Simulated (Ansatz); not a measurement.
## A computed series for Cu3N: pressure series

The reference is Cu$_{3}$N (space group Pm-3m, No. 221; a = 3.765 Å).

Cell and atoms are relaxed at each pressure.

All numbers come from PBEsol (Ansatz, a program for electronic structure), no SOC.

```tsv
pressure (GPa)	volume per atom (Å³/atom)
-2	13.549
0	13.341
0.9	13.254
2.1	13.141
4.5	12.931
9	?
15	12.185
22.5	11.770
30	11.418
```

Problem. Fit the third-order Birch–Murnaghan form P(V) = (3B₀/2)[(V₀/V)^(7/3) − (V₀/V)^(5/3)]·[1 + (3/4)(B₀′ − 4)((V₀/V)^(2/3) − 1)] (squares taken in P) to the rows shown and predict the withheld row.

Solution. Least squares on the printed values gives V₀ = 13.341 Å³/atom, B₀ = 134 GPa, B₀′ = 4.6; this predicts 12.582 Å³/atom, and the run gives 12.582 Å³/atom, in agreement.

Load acts through the strain it causes; cell and atoms are relaxed under it. No phonon test of stability was made. No other phases were tried under pressure. The final runs are not spin-polarised.
